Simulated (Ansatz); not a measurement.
A hypothetical phase is included: elements placed on a structure type, which no database files for this compound.

## Evanescent states of BN (Fm-3m, rock salt, 2 atoms a cell, 5.3 Å³ an atom, 3 GPa at this level) along the normal of (111)

Computed with r2SCAN (plane waves, PAW; Ansatz, a quantum-chemistry and plane-wave program).

The gap is the functional's own, uncorrected, and κ follows it; spin-orbit coupling is left out. Mid-gap means the computed energy nearest the middle.

Energies count from the valence-band top; κ is the least over a 18×18 mesh across the current.

| E (eV) | κ (1/Å) | where |
|---|---|---|
| 0.04 | 0.057 | off Γ |
| 0.12 | 0.097 | off Γ |
| 0.20 | 0.125 | off Γ |
| 0.28 | 0.147 | off Γ |
| 0.36 | ___ | off Γ |
| 0.44 | ___ | off Γ |
| 0.52 | ___ | off Γ |
| 0.60 | ___ | off Γ |
| 0.68 | ___ | off Γ |
| 0.76 | ___ | off Γ |
| 0.84 | ___ | off Γ |
| 0.92 | ___ | off Γ |
| 1.00 | ___ | off Γ |
| 1.08 | ___ | off Γ |
| 1.16 | 0.161 | off Γ |
| 1.24 | 0.134 | off Γ |
| 1.32 | 0.097 | off Γ |
| 1.40 | 0.027 | off Γ |

Problem. Complete the blanks.

Solution. 
- 0.36, κ (1/Å): 0.166
- 0.44, κ (1/Å): 0.183
- 0.52, κ (1/Å): 0.198
- 0.60, κ (1/Å): 0.212
- 0.68, κ (1/Å): 0.224
- 0.76, κ (1/Å): 0.236
- 0.84, κ (1/Å): 0.233
- 0.92, κ (1/Å): 0.219
- 1.00, κ (1/Å): 0.202
- 1.08, κ (1/Å): 0.183
